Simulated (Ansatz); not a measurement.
Consider interstitial O in bcc Ta, neutral cell. Method: PBE, PAW (plane waves to 420 eV; Ansatz, a first-principles code).

Settings: 36 host sites, the relaxed PBE lattice, a 2×2×3 k-point mesh shifted by half a step, smearing 0.10 eV, spin-restricted, no image-charge correction. Energies are static. Spin-orbit coupling is left out. Sites that were not tried may lie lower.

Barriers: single points on a 3×3×4 k-point mesh shifted by half a step at the bands' geometries.

Relaxed starting cell (atoms counted from 1):

```
Ta36O
1.0
    9.95709     0.00000     0.00000
    0.00000     9.95709     0.00000
    0.00000     0.00000     6.63806
Ta O
36 1
Cartesian
 -0.01447   0.00466   0.00550
 -0.01402   0.00470   3.32428
 -0.01424   2.97399   0.00549
 -0.01437   3.30243   3.32459
 -0.01444   6.99250   0.00530
 -0.01436   6.66372   3.32467
  3.33533   0.00449   0.00554
  3.32612   0.00488   3.32458
  3.31393   3.32490   0.00567
  3.30661   3.34906   3.32467
  3.31402   6.64156   0.00563
  3.30671   6.61730   3.32486
  6.59303   0.00465   0.00577
  6.60228   0.00465   3.32475
  6.61417   3.32464   0.00576
  6.62156   3.34872   3.32460
  6.61429   6.64180   0.00586
  6.62157   6.61763   3.32469
  1.68266   1.62782   1.69673
  1.68253   1.62776   4.95251
  1.60888   4.98310   1.64577
  1.60888   4.98334   5.00350
  1.68249   8.33837   1.69679
  1.68266   8.33872   4.95229
  4.96413   1.67774   1.66455
  4.96424   1.67796   4.98470
  4.96415   4.98311   1.66221
  4.96434   4.98324   4.98717
  4.96412   8.28862   1.66471
  4.96419   8.28850   4.98480
  8.24580   1.62778   1.69707
  8.24596   1.62764   4.95228
  8.31932   4.98306   1.64550
  8.31926   4.98312   5.00380
  8.24591   8.33843   1.69699
  8.24602   8.33877   4.95229
 -0.01506   4.98326   0.00595
```

End state 1 differs by these moves (Å; atoms that move under 0.08 Å are left out):

```json
[
 {"atom": "3", "element": "Ta", "Δx": "0.00", "Δy": "0.39", "Δz": "0.02"},
 {"atom": "5", "element": "Ta", "Δx": "0.00", "Δy": "-0.39", "Δz": "0.02"},
 {"atom": "21", "element": "Ta", "Δx": "0.39", "Δy": "0.00", "Δz": "0.02"},
 {"atom": "33", "element": "Ta", "Δx": "-0.39", "Δy": "0.00", "Δz": "0.02"},
 {"atom": "37", "element": "O", "Δx": "0.00", "Δy": "0.00", "Δz": "1.66"}
]
```

Task: Estimate the forward and backward barriers to end state 1 that PBE, PAW returns for this input.

Result: forward 0.84 eV, backward 0.84 eV; at the saddle point atom 37 has neighbours 4 Ta at 2.02 Å. The saddle point's order was not checked, and it lies on a symmetry element of the cell, where a band can be held.
